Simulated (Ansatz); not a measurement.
## Several settings converged on AlNi (Cmm2, 2 atoms in the cell)

```yaml
crystal:
  lattice:
    - [1.93288, -1.94733, 0.00000]
    - [1.93288, 1.94733, 0.00000]
    - [0.00000, 0.00000, 3.09013]
  atoms:
    - { symbol: Al, position: [0.00000, 0.00000, 0.01618] }
    - { symbol: Ni, position: [0.50000, 0.50000, 0.50000] }
```

Base method: PBEsol, PAW files made with PBE (plane waves; Ansatz, a quantum-chemistry and plane-wave program).

Base settings: basis.ecutwfc = 30.9 Ry; kpoints.mp_grid.grid = 12 12 11; hamiltonian.xc = pbesol; hamiltonian.pseudopotentials = {kind: paw} (the program's default PAW files); scf.occupations.method = gaussian; scf.occupations.width = 0.0073 Ry.

The count of work is k-points × plane waves × bands × iterations; it is no time. 

**The cutoff for other potential files**

Level: DFT, PBEsol, plane waves, harder PAW files (source: ansatz) made with PBE.

In this ladder: hamiltonian.pseudopotentials = {kind: paw, source: ansatz}.

The second cell is the first with its lattice scaled by 0.98.

The mesh stays at the base's, so the ladder's end is converged at best in this setting alone.

The first pressure column holds Ansatz's estimate of the finite-basis (Pulay) stress, which hides part of the cutoff error; the other is without it.

Only quantities that move along the ladder and can be compared are tabulated.

| basis.ecutwfc | free energy less the last step's (meV/atom) | energy of the compressed cell less the first (meV/atom) | pressure (GPa) | pressure without the Pulay estimate (GPa) | largest difference of a force vector from the last step's (eV/Å) | count of work / last |
|---|---|---|---|---|---|---|
| 30.5 Ry | 6290.01 | 38.11 | 5.06 | -445.24 | 0.085 | 0.13 |
| 37.1 Ry | 1134.91 | 41.72 | 2.64 | -100.28 | 0.025 | 0.14 |
| 47.4 Ry | 60.87 | 34.15 | 2.06 | -6.07 | 0.001 | 0.20 |
| 57.3 Ry | 2.56 | 34.32 | 2.14 | 1.76 | 0.000 | 0.28 |
| 67.6 Ry | 0.62 | 34.28 | 2.13 | 2.11 | 0.000 | 0.35 |
| 81.2 Ry | 0.38 | 34.27 | 2.12 | 2.11 | 0.000 | 0.46 |
| 101.4 Ry | 0.11 | 34.26 | 2.12 | 2.11 | 0.000 | 0.65 |
| 135.2 Ry | 0.00 | 34.26 | 2.12 | 2.12 | 0.000 | 1.0 |

Coarsest basis.ecutwfc that holds the pressure within 0.2 GPa of the last step, with all finer ones: 47.4 Ry, at 0.20 of the last step's count of work; the step before is off by 0.52 GPa.

Coarsest basis.ecutwfc that holds the pressure without the Pulay estimate within 0.1 GPa of the last step, with all finer ones: 67.6 Ry, at 0.35 of the last step's count of work; the step before is off by 0.36 GPa.

Coarsest basis.ecutwfc that holds the energy of the compressed cell less the first within 0.2 meV/atom of the last step, with all finer ones: 47.4 Ry, at 0.20 of the last step's count of work; the step before is off by 7.5 meV/atom.

The energy difference between the two cells stays within 1 meV/atom of the last step's from 47.4 Ry on, the total only from 67.6 Ry on: much of the error is common to both cells and cancels.

At the lowest cutoff the pressure without the Pulay estimate lies 447 GPa under the last step's, the usual sign of Pulay stress in an incomplete plane-wave basis.

**The density cutoff**

The second cell is the first with its lattice scaled by 0.98.

The mesh stays at the base's, so the ladder's end is converged at best in this setting alone.

Only quantities that move along the ladder and can be compared are tabulated.

| basis.ecutrho_ratio | free energy less the last step's (meV/atom) | energy of the compressed cell less the first (meV/atom) | pressure (GPa) |
|---|---|---|---|
| 2 | -5.23 | 33.66 | 2.69 |
| 3 | -0.10 | 34.40 | 2.14 |
| 4 | 0.00 | 34.39 | 2.13 |
| 5 | 0.00 | 34.39 | 2.13 |
| 6 | 0.00 | 34.39 | 2.13 |
| 8 | 0.00 | 34.39 | 2.13 |
| 10 | 0.00 | 34.39 | 2.13 |
| 12 | 0.00 | 34.39 | 2.13 |
| 16 | 0.00 | 34.39 | 2.13 |

Coarsest basis.ecutrho_ratio that holds the free energy within 0.5 meV/atom of the last step, with all finer ones: 3; the step before is off by 5.2 meV/atom.

Coarsest basis.ecutrho_ratio that holds the pressure within 0.05 GPa of the last step, with all finer ones: 3; the step before is off by 0.56 GPa.

Coarsest basis.ecutrho_ratio that holds the energy of the compressed cell less the first within 0.2 meV/atom of the last step, with all finer ones: 3; the step before is off by 0.73 meV/atom.

The energy difference between the two cells stays within 1 meV/atom of the last step's from 2 on, the total only from 3 on: much of the error is common to both cells and cancels.

**The relaxed cell against the cutoff**

On AlNi (Cmmm, 2 atoms in the cell): atoms on their sites.

In this ladder: relax = cell and atoms.

The mesh stays at the base's, so the ladder's end is converged at best in this setting alone.

Only quantities that move along the ladder and can be compared are tabulated.

```tsv
basis.ecutwfc	relaxed volume (Å³/atom)	relaxation steps
15.4 Ry	12.347	82
18.4 Ry	11.959	71
21.7 Ry	11.806	36
26.1 Ry	11.732	13
30.9 Ry	11.717	8
37.1 Ry	11.717	7
46.3 Ry	11.717	7
61.7 Ry	11.717	7
```

Coarsest basis.ecutwfc that holds the relaxed volume within 0.023 Å³/atom of the last step, with all finer ones: 26.1 Ry; the step before is off by 0.089 Å³/atom.

At the lowest cutoff the cell relaxes to a volume 5.4 % larger than at the highest. Ansatz relaxes on a stress corrected for the finite basis.

On the base run: the starting cell comes from a database of computed structures (which also holds hypothetical and non-ambient phases and stackings), without a prior relaxation at this level. Its lattice was rescaled by up to half a per cent. One atom was moved a little off its site on purpose. Spin polarisation is off.

Keys are those of Ansatz 0.2.
